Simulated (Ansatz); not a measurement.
## MgTe with two functionals, isotropic strain −1.04 %

The reference is MgTe in the wurtzite structure (space group P6_3mc, No. 186; a = 4.609 Å, c = 7.501 Å).

(Cell as relaxed with PBE.)

Levels (all Ansatz, a program for electronic structure, PAW, earlier PAW set): PBE (420 eV, no spin-orbit coupling); PBEsol (420 eV, no spin-orbit coupling).

Each level relaxes its own structure.

```
base                      PBE    PBEsol
-------------------  --------  --------
volume per atom      34.49 Å³  33.38 Å³
lattice parameter a   4.609 Å   4.561 Å
```

Perturbation: every lattice vector is shortened by 1.04 %, atoms relaxed at fixed cell.

```tsv
quantity	PBE	PBEsol
pressure (mean of the normal stresses, compression positive)	1.13 GPa	(withheld)
energy relative to the base (free energy F)	+3.6 meV/atom	(withheld)
```

Q: Given the PBE results, estimate those of PBEsol.

A: 
- pressure (mean of the normal stresses, compression positive), PBEsol: 1.20 GPa
- energy relative to the base (free energy F), PBEsol: +3.7 meV/atom

PBE's pressure lies 0.07 GPa below PBEsol's. Neither level is exact; PBEsol is the comparison here, not a measurement.

Stability against distortions was not tested.
